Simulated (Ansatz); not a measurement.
Results of HSE06 (PAW; Ansatz, a first-principles code) for antifluorite K₂S.

Settings: plane-wave cutoff 460 eV, 6×6×6 k mesh, Fermi–Dirac smearing 0.01 eV, scalar-relativistic PAW data made under PBE.

The cell is scaled about its equilibrium volume:

```
V (Å³/atom)  P (GPa)  direct gap at Γ (eV)  smallest gap on the k mesh (eV)
-----------  -------  --------------------  -------------------------------
32.351          1.14                 3.671                            3.438
33.073          0.63                 3.585                            3.375
34.054          0.01                 3.473                            3.291
34.905         -0.45                 3.381                            3.222
35.756         -0.85                 3.293                            3.154
```

The fundamental gap (3.29 eV at the equilibrium volume, on the SCF mesh) lies elsewhere than Γ–Γ.
